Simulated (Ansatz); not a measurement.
Ta on the Al site in corundum: one set of geometries, relaxed with PBE, evaluated in Ansatz (PAW, plane waves to 420 eV, 500 eV under r2SCAN) with PBE, r2SCAN.

Cell and caveats: 120-site cell; 2×2×2 Γ-centred k-points; start: the Al site; charged states image-corrected; no spin–orbit coupling; corrections pass 1 eV, so highly charged states may be off by several tenths; flagged in the runs: a host whose relaxation on this sampling wasn't shown to rest, a strain field that reaches the edge of the cell.

| quantity | PBE | r2SCAN |
|---|---|---|
| host gap (eV) | 5.85 | 6.73 |
| ε(+2/+1) above the VBM (eV) | 3.50 | 3.70 |
| ε(+1/0) above the VBM (eV) | 4.48 | 4.73 |
| ε(0/−1) above the VBM (eV) | 5.55 | 5.92 |
| largest moment on one atom at charge +1 (μB) | 0.35 | 0.36 |
| neutral formation energy against fcc Al, bcc Ta (eV) | 5.51 | 5.20 |
| largest moment on one atom at charge 0 (μB) | 0.73 | 0.77 |
| largest moment on one atom at charge −1 (μB) | 1.10 | 1.15 |

PBE narrows the gap by 0.88 eV against r2SCAN, the highest level run, and puts the levels 0.27 eV lower above the valence-band maximum on average.

Ansatz is an electronic-structure program.
